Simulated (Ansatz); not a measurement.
Start from TiC in the rock salt structure (space group Fm-3m, No. 225; a = 4.261 Å; relaxed with 0.1 eV smearing). Axes: x, y, z lie along the cube axes.

All numbers come from DFT with LDA, PAW potentials and a 420 eV plane-wave cutoff in Ansatz (a program for electronic structure), no spin-orbit coupling.

Strains are applied to the cell and any free atomic positions relax; under biaxial strain the out-of-plane vector relaxes too.

One change was made to it. Results:

```tsv
quantity	base	after
energy relative to the base (free energy F)	0 meV/atom	+5.3 meV/atom
pressure (mean of the normal stresses, compression positive)	0.0 GPa	-4.6 GPa
volume per atom	9.67 Å³	9.84 Å³
```

Question: What was done to the base?
A) biaxial strain +2.08 %, plane normal [111], relaxed out of plane
B) biaxial strain +1.25 %, plane normal [111], relaxed out of plane
C) biaxial strain −1.67 %, plane normal [111], relaxed out of plane
D) biaxial strain +0.83 %, plane normal [111], relaxed out of plane
E) biaxial strain −0.83 %, plane normal [111], relaxed out of plane

Answer: B, biaxial strain +1.25 %, plane normal [111], relaxed out of plane. For comparison, the energy relative to the base in the other runs: biaxial strain −1.67 %, plane normal [111], relaxed out of plane gives +10 meV/atom; biaxial strain −0.83 %, plane normal [111], relaxed out of plane gives +2.5 meV/atom; biaxial strain +0.83 %, plane normal [111], relaxed out of plane gives +2.4 meV/atom; biaxial strain +2.08 %, plane normal [111], relaxed out of plane gives +14 meV/atom.

Stability against distortions was not tested. The final runs are not spin-polarised.
